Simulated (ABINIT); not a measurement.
# A self-consistent single point of Ba3ZnN2O (P4/mmm, 7 atoms in the cell) with ABINIT

Method: PBEsol, PAW (JTH v2.0 PBE PAW, files made for PBE) (plane waves; ABINIT).

The input file:

```
# Ba3ZnN2O, JTH v2.0 PBE PAW
pp_dirpath "./"
pseudos "Ba.GGA_PBE-JTH.xml, Zn.GGA_PBE-JTH.xml, N.GGA_PBE-JTH.xml, O.GGA_PBE-JTH.xml"
acell 4.0908430000 4.0908430000 9.1608720000 Angstrom
rprim
         1.0000000000    0.0000000000    0.0000000000
         0.0000000000    1.0000000000    0.0000000000
         0.0000000000    0.0000000000    1.0000000000
natom 7
ntypat 4
znucl 56 30 7 8
typat 1 1 1 2 3 3 4
xcart
         0.0000000000    0.0000000000    3.7718381484
         0.0000000000    0.0000000000   13.5397009943
         3.8652864444    3.8652864444    8.6557695714
         3.8652864444    3.8652864444    0.0000000000
         3.8652864444    3.8652864444   13.8585795453
         3.8652864444    3.8652864444    3.4529595974
         0.0000000000    0.0000000000    8.6557695714
ecut 30
pawecutdg 60
pawovlp -1
pawxcdev 0
ixc -116133
occopt 3
tsmear 0.02 eV
nband 37
kptopt 1
ngkpt 6 6 3
nshiftk 1
shiftk 0 0 0
nstep 100
toldfe 1.0e-09
prtwf 0
prtden 0
prtvol 1
enunit 1
```

Output (repeated stretches shortened):

```
 Symmetries : space group P4/m m m (#123); Bravais tP (primitive tetrag.)

 -outvars: echo values of preprocessed input variables --------
            acell      7.7305729226E+00  7.7305729226E+00  1.7311539218E+01 Bohr
             ecut      3.00000000E+01 Hartree
           enunit           1
              ixc     -116133
         kptrlatt        6    0    0      0    6    0      0    0    3
          kptrlen      4.63834375E+01
            natom           7
            nband          37
            ngfft          40      40      90
          ngfftdg          54      54     125
             nkpt          20
            nstep         100
             nsym          16
           ntypat           4
           occopt           3
        pawecutdg      6.00000000E+01 Hartree
          pawovlp     -1.0000000000E+00
         pawxcdev           0
          spgroup         123
           toldfe      1.00000000E-09 Hartree
           tsmear      7.34986508E-04 Hartree
            typat      1  1  1  2  3  3  4
           useylm           1
             xred     -2.1882144430E-09 -2.1882144430E-09  2.1788000123E-01
                      -2.1882144430E-09 -2.1882144430E-09  7.8211999877E-01
                       4.9999999781E-01  4.9999999781E-01  5.0000000000E-01
                       4.9999999781E-01  4.9999999781E-01  0.0000000000E+00
                       4.9999999781E-01  4.9999999781E-01  8.0053999869E-01
                       4.9999999781E-01  4.9999999781E-01  1.9946000131E-01
                      -2.1882144430E-09 -2.1882144430E-09  5.0000000000E-01
            znucl       56.00000   30.00000    7.00000    8.00000

== DATASET  1 ==================================================================

 Real(R)+Recip(G) space primitive vectors, cartesian coordinates (Bohr,Bohr^-1):
 R(1)=  7.7305729  0.0000000  0.0000000  G(1)=  0.1293565  0.0000000  0.0000000
 R(2)=  0.0000000  7.7305729  0.0000000  G(2)=  0.0000000  0.1293565  0.0000000
 R(3)=  0.0000000  0.0000000 17.3115392  G(3)=  0.0000000  0.0000000  0.0577649
 Unit cell volume ucvol=  1.0345680E+03 bohr^3
 Angles (23,13,12)=  9.00000000E+01  9.00000000E+01  9.00000000E+01 degrees

 Coarse grid specifications (used for wave-functions):

 getcut: wavevector=  0.0000  0.0000  0.0000  ngfft=  40  40  90
         ecut(hartree)=     30.000   => boxcut(ratio)=   2.09857

 Fine grid specifications (used for densities):

 getcut: wavevector=  0.0000  0.0000  0.0000  ngfft=  54  54 125
         ecut(hartree)=     60.000   => boxcut(ratio)=   2.00328

   1.18368347E+04                                ecore*ucvol(ha*bohr**3)

_setup2: Arith. and geom. avg. npw (full set) are    8117.454    8117.427

--- !BeginCycle
solver: {iscf: 17, nstep: 100, nline: 4, wfoptalg: 10, }
tolerances: {toldfe: 1.00E-09, }
...

     iter   Etot(hartree)      deltaE(h)  residm     nres2
 ETOT  1  -175.57292722249    -1.756E+02 1.294E+01 4.494E+01
 ETOT  2  -178.28015850568    -2.707E+00 2.853E-01 8.173E+01
 ETOT  3  -178.11999950084     1.602E-01 3.332E-01 1.527E+01
 ETOT  4  -178.09679606620     2.320E-02 9.549E-02 5.401E+00
 ETOT  5  -178.09497388110     1.822E-03 3.550E-02 2.876E+00
 ETOT  6  -178.08826190422     6.712E-03 3.030E-02 5.734E-01
   [... 6 lines left out ...]
 ETOT 13  -178.09273988641     4.159E-08 2.810E-03 1.419E-05
 ETOT 14  -178.09273988068     5.729E-09 6.775E-03 6.470E-06
 ETOT 15  -178.09273987482     5.864E-09 1.497E-03 6.894E-07
 ETOT 16  -178.09273987386     9.516E-10 6.423E-03 1.450E-07
 ETOT 17  -178.09273987313     7.345E-10 6.791E-04 2.119E-08

 At SCF step   17, etot is converged :
  for the second time, diff in etot=  7.345E-10 < toldfe=  1.000E-09

 Cartesian components of stress tensor (hartree/bohr^3)
  sigma(1 1)=  2.01006229E-05  sigma(3 2)=  0.00000000E+00
  sigma(2 2)=  2.01006229E-05  sigma(3 1)=  0.00000000E+00
  sigma(3 3)=  2.38043461E-05  sigma(2 1)=  0.00000000E+00

 ----iterations are completed or convergence reached----

 reduced coordinates (array xred) for    7 atoms
      -0.000000002188     -0.000000002188      0.217880001233
      -0.000000002188     -0.000000002188      0.782119998767
       0.499999997812      0.499999997812      0.500000000000
       0.499999997812      0.499999997812      0.000000000000
       0.499999997812      0.499999997812      0.800539998686
       0.499999997812      0.499999997812      0.199460001314
      -0.000000002188     -0.000000002188      0.500000000000
 cartesian forces (eV/Angstrom) at end:
    1      0.00000000000000    -0.00000000000000    -0.02036771848724
    2      0.00000000000000    -0.00000000000000     0.02036771848724
    3      0.00000000000000    -0.00000000000000     0.00000000000000
    4      0.00000000000000    -0.00000000000000     0.00000000000000
    5     -0.00000000000000    -0.00000000000000     0.02119470102957
    6      0.00000000000000     0.00000000000000    -0.02119470102957
    7      0.00000000000000    -0.00000000000000     0.00000000000000
 frms,max,avg= 9.0714587E-03 2.1194701E-02   0.000E+00  0.000E+00  0.000E+00 e/A
 length scales=  7.730572922632  7.730572922632 17.311539218420 bohr
              =  4.090843000000  4.090843000000  9.160872000000 angstroms
 Fermi (or HOMO) energy (eV) =   4.17984   Average Vxc (eV)=  -9.96141
 Eigenvalues (   eV  ) for nkpt=  20  k points:
 kpt#   1, nband= 37, wtk=  0.00926, kpt=  0.0000  0.0000  0.0000 (reduced coord)
 -23.44257  -22.95472  -22.95095  -13.04320   -9.43747   -9.08617   -8.59660   -8.59660
  -8.52109   -8.24685   -7.95118   -7.95118   -7.87632   -7.87632   -7.30023   -2.91823
  -2.88848   -2.88848   -2.87850   -2.82494    0.11356    1.52883    1.71652    1.71652
   2.68585    3.20565    3.20565    3.83024    3.83024    4.49155    4.98146    5.87288
   6.63934    6.83191    7.53205    7.61418    7.75716
 prteigrs : prtvol=0 or 1, do not print more k-points.

--- !EnergyTerms
comment             : Components of total free energy in Hartree
kinetic             :  5.28940259404851E+01
hartree             :  4.08184297117244E+01
xc                  : -3.86713803885628E+01
Ewald energy        : -1.32373160210184E+02
psp_core            :  1.14413305933827E+01
local_psp           : -1.33960312382507E+02
spherical_terms     :  2.17582796416661E+01
internal            : -1.78092787093996E+02
'-kT*entropy'       : -3.35603454970128E-09
total_energy        : -1.78092787097352E+02
total_energy_eV     : -4.84615119240329E+03
...

-Cartesian components of stress tensor (GPa)         [Pressure= -6.2770E-01 GPa]
- sigma(1 1)=  5.91380645E-01  sigma(3 2)=  0.00000000E+00
- sigma(2 2)=  5.91380645E-01  sigma(3 1)=  0.00000000E+00
- sigma(3 3)=  7.00347925E-01  sigma(2 1)=  0.00000000E+00

 Calculation completed.
```

The run converged in 17 iterations.

The starting cell comes from a database of computed structures (which also holds hypothetical and non-ambient phases and stackings), without a prior relaxation at this level. Its lattice was rescaled by a random factor within 2.5 % of one. The potentials were made for another functional than the one used.

Cost on one core of a shared machine: roughly 6 min.
